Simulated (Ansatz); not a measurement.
**MgTe, response to strain**

Start from MgTe in the wurtzite structure (space group P6_3mc, No. 186; a = 4.509 Å, c = 7.338 Å). Axes: x lies along a and z along c of the hexagonal cell.

Strains are applied to the cell and any free atomic positions relax; under biaxial strain the out-of-plane vector relaxes too.

All numbers come from LDA in Ansatz (plane waves to 420 eV, PAW, no spin-orbit coupling).

Notes on the quantities. pressure: mean of the normal stresses, compression positive; band gap: an upper bound: an edge found on the path is not a true extremum; the base alone.

| variant | ratio −ε⊥/ε∥ | pressure | band gap |
|---|---|---|---|
| base | – | 0.00 GPa | 2.43 eV |
| biaxial strain +0.60 %, plane normal [001], relaxed out of plane | – | -0.25 GPa | 2.35 eV |
| biaxial strain +1.20 %, plane normal [001], relaxed out of plane | 0.93 | -0.49 GPa | 2.28 eV |
| biaxial strain +1.80 %, plane normal [001], relaxed out of plane | 0.93 | -0.72 GPa | 2.21 eV |
| biaxial strain +2.40 %, plane normal [001], relaxed out of plane | 0.94 | -0.94 GPa | 2.13 eV |
| biaxial strain +3.00 %, plane normal [001], relaxed out of plane | 0.95 | -1.16 GPa | 2.06 eV |

Spin-orbit coupling, missing from the scalar runs, can matter with Te. No phonon test of stability was made.

Ansatz is a program for electronic structure.
